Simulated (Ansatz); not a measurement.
Consider this model of amorphous Si₁₈B₈C₁₂N₂₆.

```xyz
64
Lattice="9.6305 0.0728 0.0711 0.0728 8.9856 0.4013 0.0711 0.4013 9.6164" Properties=species:S:1:pos:R:3 pbc="T T T"
Si     0.6618     2.6034     0.5582
Si     4.4384     1.0509     3.9747
Si     9.6485     8.5654     1.3904
Si     9.1733     6.7926     6.2169
Si     7.1379     4.8834     5.1327
Si     5.0614     5.7542     6.6352
Si     4.5979     1.2280     6.5091
Si     4.7051     0.5682     1.1081
Si     7.0996     6.2075     1.3264
Si     3.5689     2.7866     0.6668
Si     8.9241     5.3509     8.9549
Si     2.3144     4.1960     2.6877
Si     4.7725     5.2634     4.1217
Si     3.8029     6.8828     1.8835
Si     6.3772     1.1237     2.6509
Si     6.5016     8.0176     5.4156
Si     8.9742     2.4224     7.7302
Si     2.8095     3.5210     5.5013
B      8.3795     8.0502     3.2855
B      8.1484     2.3677     0.9456
B      1.1196     6.7081     8.8216
B      6.8306     6.8991     8.0066
B      4.4830     7.8340     8.7193
B      6.8387     4.1105     2.3795
B      2.0486     1.9501     7.9414
B      0.3345     4.1831     5.2045
C      1.0397     4.3655     1.3440
C      0.6517     5.2330     0.3628
C      1.8601     8.1030     8.8116
C      4.8152     7.8759     0.5484
C      3.0981     8.5756     8.3398
C      2.6695     8.1986     2.7304
C      0.4851     3.3564     6.5467
C      0.2554     7.9873     3.8373
C      1.2321     8.1832     2.8140
C      0.7811     9.0080     9.1260
C      6.2910     4.3745     6.7557
C      6.2834     2.0158     7.1772
N      7.4949     6.3399     9.1994
N      7.2555     8.7166     3.9932
N      0.2625     6.2284     7.7032
N      5.8463     3.2809     7.3202
N      2.1966     2.6347     9.3661
N      7.1370     2.7377     1.9381
N      3.2076     0.9403     7.6134
N      1.8036     3.0158     6.8344
N      5.4986     6.8986     1.5185
N      1.5601     3.9952     4.3359
N      0.4503     7.6898     5.1308
N      8.7445     3.5412     9.2999
N      3.5711     5.4606     2.9018
N      9.1642     1.3501     1.1800
N      5.8701     6.3653     5.0689
N      5.2809     6.9168     7.9247
N      8.8194     5.2508     5.1936
N      8.2673     7.5205     1.9121
N      0.6530     1.2282     8.0881
N      3.8540     2.1799     5.1768
N      3.6420     9.1138     3.0615
N      7.5182     7.3602     6.7711
N      6.2216     4.2999     3.7078
N      5.1193     9.0086     5.7230
N      3.8641     4.9421     5.6325
N      7.5181     1.5908     7.3152
```

The numbers are results of PBE, scalar-relativistic without spin-orbit coupling (plane waves to 420 eV, PAW; Ansatz, a first-principles code), not measurements.

It comes from a melt-quench run on a machine-learned potential (CHGNet), relaxed afterwards by DFT. N atoms were pushed apart under 1.9 Å during the dynamics, to hinder bonds among them. The hot cell started wider than the set density and was brought back towards it in steps. It is the lowest in DFT energy of 2 quenches. It is a model cell: composition and starting density were chosen by hand, and all elements were melted together. No dispersion term was used. Its density started from a set value of 2.20 and ended at 2.20 g/cm³. Cooling (nominally 500 K/ps over its main leg) ran many orders faster than in experiment, which tends to leave more defects and strain. One small periodic cell is one sample of the glass; other quenches scatter about these values. The volume was held where the preparation left it and the shape relaxed, at a PBE pressure of -6.4 GPa (tension). Stress components on the final sampling reach 6.5 GPa. On a 2×2×2 Γ-centred mesh force components of up to 0.37 eV/Å stay, since the relaxation ran on the zone centre alone.

Cut-offs for bonds: Si-Si 2.60 Å, Si-B 2.28 Å, Si-C 2.19 Å, Si-N 2.14 Å, B-B 1.97 Å, B-C 1.87 Å, B-N 1.80 Å, C-C 1.78 Å, C-N 1.70 Å, N-N 1.70 Å. Two cations that share two anions don't count as bonded, nor two that share one unless they lie closer than Si-Si 2.38 Å, Si-B 2.09 Å, Si-C 2.00 Å, B-B 1.80 Å, B-C 1.71 Å, C-C 1.63 Å.

Q: Give the coordination numbers, mean bond lengths and angles.

A: 
```yaml
Mean coordination of Si: 3.78 (1 with 2, 2 with 3, 15 with 4)
Mean coordination of B: 3.00 (1 with 2, 6 with 3, 1 with 4)
Mean coordination of C: 3.08 (11 with 3, 1 with 4)
Mean coordination of N: 2.96 (3 with 2, 21 with 3, 2 with 4)
Mean Si-N bond: 1.800 Å (spread 0.064 Å, 50 counted)
Mean B-N bond: 1.510 Å (spread 0.045 Å, 18 counted)
Mean Si-C bond: 1.915 Å (spread 0.045 Å, 12 counted)
Mean C-C bond: 1.417 Å (spread 0.028 Å, 5 counted)
Bond angle at Si: mean 108.4°, spread 15.8°
Bond angle at B: mean 117.1°, spread 9.3°
Bond angle at C: mean 116.4°, spread 17.6°
Bond angle at N: mean 117.2°, spread 17.7°
```

Q: Which atoms depart from the most common coordination of their element?

A: Si9 has 3 (N47 1.75 Å, N39 1.79 Å, N56 1.85 Å; B24 at 2.36 Å just beyond); Si10 has 2 (N43 1.80 Å, Si8 2.53 Å); Si12 has 3 (N51 1.80 Å, N48 1.82 Å, C27 1.86 Å); B24 has 2 (N44 1.47 Å, N61 1.48 Å; Si9 at 2.36 Å just beyond); B25 has 4 (N46 1.56 Å, N45 1.57 Å, N57 1.58 Å, N43 1.59 Å); C30 has 4 (N47 1.54 Å, B23 1.56 Å, Si8 1.93 Å, Si14 1.95 Å); N42 has 2 (C37 1.31 Å, C38 1.35 Å); N49 has 2 (C34 1.34 Å, Si4 1.67 Å); N50 has 4 (B20 1.57 Å, Si11 1.85 Å, Si1 1.93 Å, Si17 1.94 Å); N53 has 4 (Si16 1.80 Å, Si13 1.82 Å, Si6 1.87 Å, Si5 1.95 Å); N64 has 2 (C38 1.31 Å, Si17 1.73 Å).
